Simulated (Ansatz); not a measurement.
## Effect of biaxial strain −3.85 %, plane normal [001], relaxed out of plane on PtGe

Consider PtGe (space group Pnma, No. 62; a = 5.819 Å, b = 3.757 Å, c = 6.175 Å). Axes: x, y, z lie along a, b, c of the conventional cell.

It is then changed as follows: compressive biaxial strain of 3.85 % in the plane normal to [001], as in epitaxy on a mismatched substrate; the out-of-plane cell vector and the atoms relax.

The values are results of PBE in Ansatz (plane waves to 420 eV, PAW, scalar-relativistic without spin-orbit coupling), not measurements. Settings: 12×8×8 k-points, 0.05 eV Fermi–Dirac smearing, for the changed cell.

The volume per atom falls by 0.527 Å³ (16.87 Å³ → 16.35 Å³) and the space group stays Pnma (No. 62). The shortest interatomic distance falls by 0.021 Å to 2.487 Å and the band gap stays zero. The out-of-plane strain comes out as +4.79 % (rough) and the mean in-plane stress (compression positive) is +8.6 GPa (rough).

Without a gap, meshes like the base's 8×12×8 leave anisotropic stresses uncertain by several tenths of a GPa, and small strain energies with them. Whether these cells are dynamically stable was not tested. The final runs are not spin-polarised.

Ansatz is a quantum-chemistry and plane-wave program.
